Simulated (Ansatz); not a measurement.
System: BeS (model structure, started from the BeO type, P4₂/mnm, No. 136, 8 atoms in the cell). Method: r²SCAN in Ansatz (PAW).

Settings: plane-wave cutoff 560 eV, 6×6×10 k mesh (along the axes of the cell as run), Fermi–Dirac smearing 0.01 eV, scalar-relativistic PAW data made under PBE.

Cell (relaxed at this level):

```xyz
8
Lattice="5.9076 0.0000 0.0000 0.0000 5.9076 0.0000 0.0000 0.0000 3.4600" Properties=species:S:1:pos:R:3 pbc="T T T"
Be     1.9558     3.9517     0.0000
Be     3.9517     1.9558     0.0000
Be     4.9096     4.9096     1.7300
Be     0.9980     0.9980     1.7300
S      1.8235     1.8235     0.0000
S      4.0840     4.0840     0.0000
S      1.1303     4.7773     1.7300
S      4.7773     1.1303     1.7300
```

Problem. Estimate the band gap, smallest direct gap on the k points sampled and direct gap at Γ that the calculation returns.

Solution. 
band gap: 3.73 eV (indirect)
smallest direct gap on the k points sampled: 4.37 eV
direct gap at Γ: 4.58 eV

Note: the relaxation could raise the start's symmetry but not lower it, so the cell can be a saddle point.

The computed numbers hold no vibrational or temperature effects.

A model structure was made by putting elements into a prototype or built by hand; it is no filed structure, need not be a known phase, and can be a saddle point held by its symmetry.

Ansatz is a program for electronic structure.
